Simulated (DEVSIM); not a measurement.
Structure: Schottky contact on n-type InP, at 300 K.

Layer 1 from the left is InP, thickness (μm) 0.870, Nd (cm⁻³) 2.4e16, τn (s) 6.3e-10, τp (s) 6.3e-10.

Left contact: Schottky, work function 4.98 eV, emission velocity 2.4e6 cm/s. Right contact: ohmic. Voltage is applied to the left contact. Recombination: SRH at mid-gap. Mobility is μmin + (μ − μmin)/(1 + (N/Nref)^α).

Constants are typed, rounded textbook-type inputs, not results; the design itself was drawn at random and stands for no fabricated device. Values at 300 K.

InP: gap (eV) 1.344, affinity (eV) 4.38, permittivity 12.5, Nc (cm⁻³) 5.7e17, Nv (cm⁻³) 1.1e19, μn (cm²/Vs) 5200, μp (cm²/Vs) 170, μn,min 400, μp,min 10, Nref,n 3e17, Nref,p 4.9e17, αn 0.47, αp 0.62.

Simulated with DEVSIM: 1D drift-diffusion, Boltzmann statistics, complete ionisation; no tunnelling, impact ionisation, image-force lowering or self-heating. Metal contacts follow the ideal Schottky-Mott rule: no Fermi-level pinning, no interface dipoles.

Question: What does the simulation give for the largest field in the device at zero bias, the potential step across the device at zero bias?

Answer: largest field in the device at zero bias 58000 V/cm; potential step across the device at zero bias 0.518 V.
